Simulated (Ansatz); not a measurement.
Partial pair distribution functions of a relaxed model of amorphous Hf$_{10}$Si$_{10}$O$_{31}$N$_{6}$, broadened by 0.06 Å; density 5.74 g/cm³. Calculation: PBE, scalar-relativistic without spin-orbit coupling (plane waves to 420 eV, PAW; Ansatz, a quantum-chemistry and plane-wave program).

It comes from a melt-quench run on a machine-learned potential (CHGNet), relaxed afterwards by DFT. O and N atoms were pushed apart under 1.9 Å during the dynamics, to hinder bonds among them. The hot cell started wider than the set density and was brought back towards it in steps. It is the lowest in DFT energy of 2 quenches. It is a model cell: composition and starting density were chosen by hand, and all elements were melted together. No dispersion term was used. Its density started from a set value of 5.73 and ended at 5.74 g/cm³. The quench (nominally 300 K/ps over its main leg) was far faster than any real one, so the model tends to hold more defects than a real film. Values belong to this one cell and scatter from quench to quench. The volume was free in the relaxation, at fixed shape. Stress components on the final sampling reach 5.0 GPa. On a 2×2×2 Γ-centred mesh force components of up to 0.15 eV/Å stay, since the relaxation ran on the zone centre alone.

| r (Å) | g Hf-O | g Si-O | g Hf-Hf | g Si-Si |
|---|---|---|---|---|
| 1.40 | 0.00 | 0.01 | 0.00 | 0.00 |
| 1.50 | 0.00 | 1.32 | 0.00 | 0.00 |
| 1.60 | 0.00 | 10.68 | 0.00 | 0.00 |
| 1.70 | 0.00 | 9.67 | 0.00 | 0.00 |
| 1.80 | 0.35 | 1.38 | 0.00 | 0.00 |
| 1.90 | 3.14 | 0.04 | 0.00 | 0.00 |
| 2.00 | 4.90 | 0.00 | 0.00 | 0.00 |
| 2.10 | 4.16 | 0.00 | 0.00 | 0.00 |
| 2.20 | 3.14 | 0.00 | 0.00 | 0.00 |
| 2.30 | 1.95 | 0.00 | 0.00 | 0.00 |
| 2.40 | 1.00 | 0.00 | 0.00 | 0.00 |
| 2.50 | 0.19 | 0.00 | 0.00 | 0.00 |
| 2.60 | 0.20 | 0.00 | 0.00 | 0.00 |
| 2.70 | 0.05 | 0.00 | 0.00 | 0.20 |
| 2.80 | 0.19 | 0.00 | 0.00 | 1.48 |
| 2.90 | 0.42 | 0.20 | 0.01 | 3.58 |
| 3.00 | 0.09 | 1.01 | 0.51 | 2.27 |
| 3.10 | 0.00 | 0.75 | 1.72 | 1.63 |
| 3.20 | 0.03 | 0.89 | 1.87 | 3.06 |
| 3.30 | 0.26 | 1.30 | 2.78 | 1.75 |
| 3.40 | 0.45 | 0.71 | 2.55 | 0.36 |
| 3.50 | 0.92 | 0.72 | 1.97 | 0.01 |
| 3.60 | 1.57 | 1.38 | 1.85 | 0.00 |
| 3.70 | 1.45 | 1.79 | 1.59 | 0.00 |
| 3.80 | 0.96 | 1.78 | 1.21 | 0.00 |
| 3.90 | 1.39 | 1.15 | 1.80 | 0.19 |
| 4.00 | 1.42 | 1.13 | 0.96 | 1.10 |
| 4.10 | 0.96 | 1.43 | 0.89 | 1.14 |
| 4.20 | 1.18 | 1.59 | 0.91 | 1.07 |
| 4.30 | 1.35 | 1.52 | 0.35 | 0.93 |
| 4.40 | 0.89 | 1.36 | 0.02 | 0.56 |
| 4.50 | 1.23 | 1.11 | 0.15 | 0.48 |

Within 2.68 Å each Hf has 4.30 O neighbours on average.
